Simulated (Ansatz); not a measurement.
System: MoPt2 (Immm, No. 71). Method: rVV10 in Ansatz (plane waves, PAW).

Run with plane-wave cutoff 520 eV, 24×24×24 k mesh, Fermi–Dirac smearing 0.05 eV, no spin polarisation, scalar-relativistic PAW data made under PBE.

Results at a series of volumes:

```csv
V (Å³/atom),E − E_lowest (meV/atom),P (GPa)
15.193,21.92,11.56
15.509,5.26,5.43
15.826,0.00,0.00
16.142,4.85,-4.81
16.459,18.65,-9.07
```

Estimate the bulk modulus and its pressure derivative from these points.

V0 = 15.826 Å³/atom, B0 = 255 GPa, B′ = 5.1 (fit to the energies at full precision).

Shape and atoms are relaxed at each volume.

Note: the relaxation could not lower the start's symmetry, so the cell can be a saddle point above a distorted one; the bulk modulus comes from volumes at which shape and atoms were relaxed.

Spin–orbit coupling is not included.

Ansatz is an electronic-structure program.
